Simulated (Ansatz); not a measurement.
**Point-defect migration in fcc Al**

Some mobile defects of fcc Al. The numbers are results of PBE, PAW (plane waves to 420 eV; Ansatz, a quantum-chemistry and plane-wave program), not measurements.

Barriers are those of the lowest checked hop between equivalent sites (a dopant's own exchange with the vacancy apart), from the lowest site run (climbing-image NEB, static, fixed cells, no finite-size terms; on the finer meshes named, energies are single points at the band's geometries). One hop need not carry long-range diffusion, and untried routes could be lower. Saddle orders were checked for a part of the study's bands only and are not shown. Vacancies start on their lattice site; split forms were not set up. Spin-orbit coupling is left out.

| Defect | Route | Hop (Å) | Direction in the unit cell | Neighbours at the saddle | Cell | Barrier (eV) |
|---|---|---|---|---|---|---|
| interstitial Cl, charge 0 | Cl moves farthest | 2.00 | (0.00, 0.00, -0.50) | 2 Al at 2.23, 2 Al at 2.46, 2 Al at 2.89 Å | 32 sites, 5×5×5 shifted | 0.30 |
| Ru-vacancy pair (Ru on Al, Al vacant), charge 0 | a nearby Al jumps into the vacancy (Ru-vacancy distance between ideal sites 2.86 Å throughout) | 2.49 | (-0.44, 0.44, 0.00) | Al at 2.58, Al at 2.59, Al at 2.70, 2 Al at 2.93; Ru at 2.53 Å | 32 sites, 5×5×5 shifted | 0.33 |
| W-vacancy pair (W on Al, Al vacant), charge 0 | a nearby Al jumps into the vacancy (W-vacancy distance between ideal sites 2.86 Å throughout) | 2.57 | (-0.45, 0.45, 0.00) | Al at 2.59, Al at 2.61, Al at 2.64, 2 Al at 2.95, 2 Al at 3.24; W at 2.61 Å | 32 sites, 5×5×5 shifted | 0.41 |
